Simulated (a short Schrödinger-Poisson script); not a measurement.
Solved with a short Schrödinger-Poisson script written for these runs: 1D Poisson equation in equilibrium, electrons quantum, Hartree (BenDaniel-Duke, 12 states a valley, the channel's in-plane mass for all, wave functions free to enter the dielectric), parabolic valleys, classical holes, full ionisation, no traps, pinning or gate leakage.

Stack: symmetric double-gate stack, SiO2 on p-type Ge(111), at 400 K.

From the gate side: 2.5 nm SiO2; 8 nm Ge, acceptors 2e17 cm⁻³; 2.5 nm SiO2.

The device is made up for the run: typed textbook-type constants, with dimensions and the other settings drawn at random. SiO2: permittivity 3.9, conduction-band edge (eV) 3.1, gap (eV) 9, electron mass (mₑ) 0.5. Ge: permittivity 16, conduction-band edge (eV) 0, gap (eV) 0.664, Nv at 300 K (cm⁻³) 6e18.

Channel valleys (confinement mass, in-plane density-of-states mass, number): L1 1.59, 0.08, 1; L3 0.09, 0.34, 3. At the gates, both at one voltage, the conduction-band edge of layer 1 lies 3.42 eV − eVg above the Fermi level of the channel. Gaps are held at their typed values at every temperature. Mesh 0.03 nm at interfaces.

Question: Give the gate voltage at 1e11 electrons/cm² (V); the lowest subband against the Fermi level at Vg = 1.8 V (meV); the sheet density of all electrons at Vg = 0.6 V (cm⁻²).

Answer: gate voltage at 1e11 electrons/cm² (V): 0.19; lowest subband against the Fermi level at Vg = 1.8 V (meV): -87.9; sheet density of all electrons at Vg = 0.6 V (cm⁻²): 4.15e12. Only the L valleys are kept; under strong confinement the Δ valleys of Ge fill too.
